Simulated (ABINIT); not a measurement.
ABINIT run on BP (F-43m, 2 atoms in the cell): self-consistent single point.

Level of theory: PBE, norm-conserving pseudopotentials (PseudoDojo nc-sr-05 PBE standard) (plane waves; ABINIT 10.0.3).

The change in words: lattice scaled by 0.98. Reference geometry:
```
BP
1.0
    0.00000     2.26607     2.26607
    2.26607     0.00000     2.26607
    2.26607     2.26607     0.00000
B P
1 1
Direct
  0.00000   0.00000   0.00000
  0.25000   0.25000   0.25000
```

Reference input (self-consistent single point, DFT, PBE, plane waves, norm-conserving pseudopotentials (PseudoDojo nc-sr-05 PBE standard)): pseudos = [B.upf, P.upf]; ecut = 38 Ha; ixc = 11; occopt = 1; ngkpt = 10 10 10; nshiftk = 1; shiftk = 0 0 0; potentials = PseudoDojo nc-sr-05 PBE standard; nband = 8; kptopt = 1; nstep = 100; tolvrs = 1e-11. This run's input differs from it in these lines:

```diff
@@ -3,7 +3,7 @@
 pseudos "B.upf, P.upf"
-acell 6.0560184023 6.0560184023 6.0560184023
+acell 5.9348991032 5.9348991032 5.9348991032
 rprim
          0.0000000000    0.7071067812    0.7071067812
-         0.7071067812   -0.0000000000    0.7071067812
-         0.7071067812    0.7071067812   -0.0000000000
+         0.7071067812    0.0000000000    0.7071067812
+         0.7071067812    0.7071067812    0.0000000000
 natom 2
@@ -14,3 +14,3 @@
          0.0000000000    0.0000000000    0.0000000000
-         2.1411258396    2.1411258396    2.1411258396
+         2.0983037008    2.0983037008    2.0983037008
 ecut 38
```

Output (repeated stretches shortened):

```
--- !BeginCycle
solver: {iscf: 7, nstep: 100, nline: 4, wfoptalg: 0, }
tolerances: {tolvrs: 1.00E-11, }
...

     iter   Etot(hartree)      deltaE(h)  residm     vres2
 ETOT  1  -9.8636853283221    -9.864E+00 6.994E-02 1.555E+02
 ETOT  2  -9.8900782330665    -2.639E-02 9.457E-03 2.743E+01
 ETOT  3  -9.8945658204099    -4.488E-03 2.166E-03 1.760E-01
 ETOT  4  -9.8945877882881    -2.197E-05 1.518E-03 2.925E-03
 ETOT  5  -9.8945879497215    -1.614E-07 2.997E-04 4.631E-05
 ETOT  6  -9.8945879517582    -2.037E-09 2.304E-04 5.297E-07
 ETOT  7  -9.8945879517833    -2.511E-11 4.633E-05 1.249E-08
 ETOT  8  -9.8945879517837    -4.121E-13 3.204E-05 2.231E-10
 ETOT  9  -9.8945879517838    -1.279E-13 5.879E-06 1.086E-12
 At SCF step    9       vres2   =  1.09E-12 < tolvrs=  1.00E-11 =>converged.

 Cartesian components of stress tensor (hartree/bohr^3)
  sigma(1 1)= -4.41817693E-04  sigma(3 2)=  0.00000000E+00
  sigma(2 2)= -4.41817693E-04  sigma(3 1)=  0.00000000E+00
  sigma(3 3)= -4.41817693E-04  sigma(2 1)=  0.00000000E+00

 ----iterations are completed or convergence reached----

 reduced coordinates (array xred) for    2 atoms
       0.000000000000      0.000000000000      0.000000000000
       0.250000000000      0.250000000000      0.250000000000
 cartesian forces (eV/Angstrom) at end:
    1      0.00000000000000     0.00000000000000    -0.00000000000000
    2     -0.00000000000000    -0.00000000000000     0.00000000000000
 frms,max,avg= 1.9743131E-28 3.0931542E-28   0.000E+00  0.000E+00  0.000E+00 e/A
   [... lines left out ...]
 Fermi (or HOMO) energy (hartree) =   0.29504   Average Vxc (hartree)=  -0.40976
   [... lines left out ...]
total_energy        : -9.89458795178384E+00
total_energy_eV     : -2.69245430892521E+02
band_energy         :  3.77308571796653E-01
...

-Cartesian components of stress tensor (GPa)         [Pressure=  1.2999E+01 GPa]
- sigma(1 1)= -1.29987231E+01  sigma(3 2)=  0.00000000E+00
- sigma(2 2)= -1.29987231E+01  sigma(3 1)=  0.00000000E+00
- sigma(3 3)= -1.29987231E+01  sigma(2 1)=  0.00000000E+00

 Calculation completed.
```

The run converged in 9 iterations. Against the reference run the free energy goes up by 30.2 meV/atom, the pressure goes from 1.63 to 13.00 GPa and the gap on the mesh goes from 1.247 to 1.165 eV.

The starting cell comes from a database of computed structures (which also holds hypothetical and non-ambient phases and stackings), without a prior relaxation at this level. For this run, on top of that: lattice scaled by 0.98. With a pressure of about 13 GPa the cell is away from its equilibrium volume at this level.
